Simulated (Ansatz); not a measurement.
Hypothetical CsCl type TaAs under a change: biaxial strain −1.99 %, plane normal [111], relaxed out of plane

Start from TaAs in the CsCl type structure (space group Pm-3m, No. 221; a = 3.178 Å; a hypothetical phase, not in the database extracts checked; relaxed with 0.1 eV smearing). Axes: x, y, z lie along the cube axes.

One thing is altered: compressive biaxial strain of 1.99 % in the plane normal to [111], as in epitaxy on a mismatched substrate; the out-of-plane cell vector and the atoms relax.

The values are results of Ansatz (a program for electronic structure) PBEsol, no SOC, not measurements. Settings: 18×18×18 k-points, 0.1 eV Fermi–Dirac smearing.

```json
[
 {"quantity": "space group", "base": "Pm-3m (No. 221)", "changed": "R-3m (No. 166)", "shift": "–"},
 {"quantity": "shortest interatomic distance", "base": "2.753 Å", "changed": "2.708 Å", "shift": "-0.0444 Å"},
 {"quantity": "energy relative to the base (free energy F)", "base": "0 meV/atom", "changed": "+17 meV/atom", "shift": "+17 meV/atom"},
 {"quantity": "pressure (mean of the normal stresses, compression positive)", "base": "0.0 GPa", "changed": "5.8 GPa", "shift": "+5.8 GPa"},
 {"quantity": "band gap", "base": "zero", "changed": "zero", "shift": "–"},
 {"quantity": "out-of-plane strain", "base": "–", "changed": "+1.35 %", "shift": "–"},
 {"quantity": "ratio −ε⊥/ε∥", "base": "–", "changed": "0.68", "shift": "–"},
 {"quantity": "mean in-plane stress (compression positive)", "base": "–", "changed": "+8.7 GPa", "shift": "–"}
]
```

Cost of the whole job for the changed cell (relaxation, final SCF and bands): around 2.0 core-minutes (rough).

Whether these cells are dynamically stable was not tested. All final runs are without spin polarisation.
